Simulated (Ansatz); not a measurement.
Fermi-surface data of Ni$_{3}$Si under load (space group Pm-3m)

Given:

```yaml
crystal:
  lattice:
    - [3.47092, 0.00000, 0.00000]
    - [0.00000, 3.47092, 0.00000]
    - [0.00000, 0.00000, 3.47092]
  atoms:
    - { symbol: Si, position: [0.00000, 0.00000, 0.00000] }
    - { symbol: Ni, position: [0.00000, 0.50000, 0.50000] }
    - { symbol: Ni, position: [0.50000, 0.00000, 0.50000] }
    - { symbol: Ni, position: [0.50000, 0.50000, 0.00000] }
```

The numbers are results of PBEsol, rigid bands (plane waves, PAW, scalar-relativistic; Ansatz, an electronic-structure program), not measurements. Condition of this run: hydrostatic pressure -2 GPa (the target of the relaxation). Cell: cell and atoms relaxed with PBEsol, then loaded as said.

```yaml
density of states at the Fermi level: 2.17 states/(eV·cell), both spins
bare Sommerfeld coefficient: 1.28 mJ/(mol of atoms·K²)
drude_plasma_energy: 1.82 eV
root-mean-square Fermi velocity: 1.6e5 m/s
resistivity times τ: 148 ×10⁻²² Ω·m·s
```

A metal at this level (no band gap); rigid bands, thermally averaged at 300 K, both spins. Spin-orbit coupling is left out. τ is one relaxation time for all states.

Computed structure with no diffraction record at hand here (it may be known, metastable or hypothetical): Ni3Si under load (space group Pm-3m). Treated as nonmagnetic (a ferromagnetic start lost its moment, other orders weren't tried): Ni3Si under load (space group Pm-3m).
